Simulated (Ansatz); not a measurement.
A (10,0) carbon nanotube has 40 atoms in a period of 4.272 Å, a mean diameter of 7.91 Å, and lies 127 meV/atom over the flat sheet relaxed at the same level.

Computed with PBE (plane waves to 420 eV, PAW; Ansatz, a program for electronic structure). Mesh 1×1×18. No spin polarisation. It repeats along c; a and b span vacuum. An idealised model, rolled from the flat sheet. Only distortions within the start's symmetry and period were free.

Problem. Which bending rigidity of the sheet does this imply in the thin-plate picture?

Solution. A plate bent to radius R stores D/(2R²) an area. The area an atom is π × 7.91 × 4.272/40 = 2.65 Å², so the stored energy is 0.127/2.65 = 0.0479 eV/Å². With R = 3.955 Å, D = 2R² × 0.0479 = 1.5 eV.
